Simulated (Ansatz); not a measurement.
The cell is built on a prototype and need not be the phase stable at ambient conditions.

By PBEsol, the system below comes out a metal.

A figure of merit of an interconnect metal is its ballistic conductance per area.

Data:

```
ReTe2
1.0
    7.14341     0.62670     0.00000
   -2.08956     5.48625     0.00000
   -1.04478     2.74312     1.69473
Re Te
1 2
Direct
  0.00000   0.00000   0.00000
  0.27331   0.75777   0.00000
  0.72669   0.24223   0.00000
```

Space group of this cell: R-3m. The cell was relaxed by PBE-D3(BJ); by PBEsol its mean pressure is -0.8 GPa.

The current flows along the normal of the first two printed cell vectors. No spin-orbit coupling; the value is a mean over 0.1 eV about the Fermi level.

### Question
Estimate the ballistic conductance per area that PBEsol (Ansatz, a quantum-chemistry and plane-wave program) returns for this system.

### Answer
0.60 × 10¹⁵ S/m² for both spins.
